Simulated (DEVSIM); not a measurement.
Structure: abrupt Si p-n junction, at 350 K.

Layer 1 from the left is Si, thickness (μm) 3.20, Na (cm⁻³) 2.2e18, τn (s) 5.3e-5, τp (s) 5.3e-5. Layer 2 from the left is Si, thickness (μm) 77.0, Nd (cm⁻³) 1.9e16, τn (s) 5.3e-5, τp (s) 5.3e-5.

Left contact: ohmic. Right contact: ohmic. Voltage is applied to the left contact. Recombination: SRH at mid-gap. Mobility is μmin + (μ − μmin)/(1 + (N/Nref)^α).

Constants are typed, rounded textbook-type inputs, not results; the design itself was drawn at random and stands for no fabricated device. Values at 300 K; Nc and Nv go as T^1.5, mobilities as T to minus their exponent, the gap by Varshni's rule with the affinity fixed.

Si: gap (eV) 1.124, affinity (eV) 4.05, permittivity 11.7, Nc (cm⁻³) 2.86e19, Nv (cm⁻³) 3.1e19, μn (cm²/Vs) 1417, μp (cm²/Vs) 470, μn,min 52, μp,min 45, Nref,n 9.7e16, Nref,p 2.2e17, αn 0.68, αp 0.72, T exponent of μn 2.3, T exponent of μp 2.2, Varshni α (eV/K) 0.000473, Varshni β (K) 636.

Question: Estimate by hand the built-in potential, the peak field at zero bias, the capacitance at -0.6 V, and compare with a numerical solution.

Answer: 
- Built-in potential: ni = √(Nc Nv) exp(−Eg/2kT) = 3.78e11 cm⁻³ with Eg = 1.111 eV; Vbi = kT/q ln(Na Nd/ni²) = 0.796 V; numerical 0.796 V.
- Peak field at zero bias: depletion approximation: W = √(2εVbi/(qN)) = 0.234 μm with N = 1.88e16 cm⁻³; field = 2Vbi/W = 68100 V/cm; numerical 102000 V/cm (estimate below by 33 %).
- Capacitance at -0.6 V: C = √(qεN / 2(Vbi + |V|)) = 33.5 nF/cm²; numerical 34.6 nF/cm² (estimate below by 3.2 %).

DEVSIM, 1D drift-diffusion, Boltzmann statistics, complete ionisation; no tunnelling, impact ionisation, image-force lowering or self-heating.
